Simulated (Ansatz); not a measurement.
The reference is Lu in the hcp (Mg type) structure (space group P6_3/mmc, No. 194; relaxed with 0.1 eV smearing).

```yaml
crystal:
  lattice:
    - [3.44317, 0.00000, 0.00000]
    - [-1.72159, 2.98188, 0.00000]
    - [0.00000, 0.00000, 5.36685]
  atoms:
    - { symbol: Lu, position: [0.66667, 0.33333, 0.75000] }
    - { symbol: Lu, position: [0.33333, 0.66667, 0.25000] }
```

Cartesian axes are those of the cell as printed.

Method: PBEsol in Ansatz (plane waves to 420 eV, PAW, scalar-relativistic without spin-orbit coupling).

For the base:

```
Property                          Value
-----------------------------  --------
Pressure                        0.0 GPa
Shortest interatomic distance  334.0 pm
```

Modification: compressive biaxial strain of 2.00 % in the plane normal to [001], as in epitaxy on a mismatched substrate; the out-of-plane cell vector and the atoms relax.

What happens to the pressure?

The pressure (mean of the normal stresses, compression positive) goes from zero to 1.6 GPa.

What happens to the shortest interatomic distance?

The shortest interatomic distance stays essentially unchanged (334.0 pm against 333.8 pm).

No phonon test of stability was made.

Ansatz is a quantum-chemistry and plane-wave program.
